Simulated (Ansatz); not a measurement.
Pressure series in hypothetical zinc blende TlBr

Base system: TlBr in the zinc blende structure (space group F-43m, No. 216; a hypothetical phase, not in the database extracts checked).

```xyz
2
Lattice="0.0000 3.6561 3.6561 3.6561 0.0000 3.6561 3.6561 3.6561 0.0000" Properties=species:S:1:pos:R:3 pbc="T T T"
Br     1.8281     1.8281     1.8281
Tl     0.0000     0.0000     0.0000
```

Cell and atoms are relaxed at each pressure.

Method: plane-wave PAW DFT at the PBEsol level (Ansatz, an electronic-structure program, 420 eV), spin-orbit coupling left out.

Notes on the quantities. enthalpy: H = E + PV relative to the base's energy.

```json
[
 {"case": "base", "band gap": "2.77 eV", "enthalpy": "–", "shortest interatomic distance": "3.166 Å"},
 {"case": "pressure −2 GPa", "band gap": "3.15 eV", "enthalpy": "-0.69 eV/atom", "shortest interatomic distance": "3.585 Å"},
 {"case": "pressure −1 GPa", "band gap": "2.96 eV", "enthalpy": "-0.32 eV/atom", "shortest interatomic distance": "3.267 Å"},
 {"case": "pressure 3 GPa", "band gap": "2.30 eV", "enthalpy": "+0.84 eV/atom", "shortest interatomic distance": "3.006 Å"},
 {"case": "pressure 7 GPa", "band gap": "1.83 eV", "enthalpy": "+1.82 eV/atom", "shortest interatomic distance": "2.890 Å"},
 {"case": "pressure 15 GPa", "band gap": "1.13 eV", "enthalpy": "+3.54 eV/atom", "shortest interatomic distance": "2.753 Å"},
 {"case": "pressure 30 GPa", "band gap": "0.23 eV", "enthalpy": "+6.29 eV/atom", "shortest interatomic distance": "2.608 Å"},
 {"case": "pressure 50 GPa", "band gap": "zero", "enthalpy": "+9.46 eV/atom", "shortest interatomic distance": "2.489 Å"},
 {"case": "pressure 75 GPa", "band gap": "zero", "enthalpy": "+12.94 eV/atom", "shortest interatomic distance": "2.390 Å"},
 {"case": "pressure 100 GPa", "band gap": "zero", "enthalpy": "+16.07 eV/atom", "shortest interatomic distance": "2.319 Å"}
]
```

A case with no gap was solved on a k-mesh chosen for an insulator, which is coarse for it. With Tl present, leaving out spin-orbit coupling can change the band edges. Load acts through the strain it causes; cell and atoms are relaxed under it. Whether these cells are dynamically stable was not tested. Competing high-pressure phases were not computed. The final runs are not spin-polarised. The zero or small gap of TlBr under pressure 30 GPa and TlBr under pressure 50 GPa can change with the level of theory.
